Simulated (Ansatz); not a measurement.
The starting structures come from a database of crystals and need not be the phases stable at ambient conditions.

 Where the default PAW files enter, the runs use the earlier of Ansatz's two default sets.

By PBEsol, the system below comes out a metal.

Data:

```
Hf
1.0
    3.16114     0.00000     0.00000
   -1.58057     2.73763     0.00000
    1.58057     0.91254     2.50363
Hf
1
Cartesian
  0.00000   0.00000   0.00000
```

Space group of this cell: R-3m. The cell is strained (lengths along the current scaled by 0.97, ions clamped).

The current flows along the normal of the first two printed cell vectors, the (111) (indices of the unstrained crystal) plane of the conventional cell. No spin-orbit coupling; the value is a mean over 0.1 eV about the Fermi level.

**Question.** Give the ballistic conductance per area that PBEsol in Ansatz (a first-principles code) yields.

**Answer.** 1.3 × 10¹⁵ S/m² for both spins.
